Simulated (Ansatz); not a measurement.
# A computed series for GaSb: pressure series

Take GaSb in the zinc blende structure (space group F-43m, No. 216; a = 6.132 Å) as the base.

Cell and atoms are relaxed at each pressure.

The values are results of r2SCAN (Ansatz, a program for electronic structure; PAW; 500 eV plane waves; scalar-relativistic without spin-orbit coupling), not measurements.

Candidates:
(a) pressure 1.8 GPa
(b) pressure 45 GPa
(c) pressure 18 GPa
(d) pressure 9 GPa

Before the change:

- Band gap: 0.41 eV

### Question
Order them by band gap, highest first.

### Answer
(d) pressure 9 GPa (0.91 eV), (c) pressure 18 GPa (0.74 eV), (a) pressure 1.8 GPa (0.65 eV), (b) pressure 45 GPa (0.32 eV)

With Sb present, leaving out spin-orbit coupling can change the band edges. Load acts through the strain it causes; cell and atoms are relaxed under it. Whether these cells are dynamically stable was not tested. Tetrahedral semiconductors of this kind turn to denser phases somewhere between about 1 and 50 GPa; those were not computed, so compressed cells here can lie past the real transition.
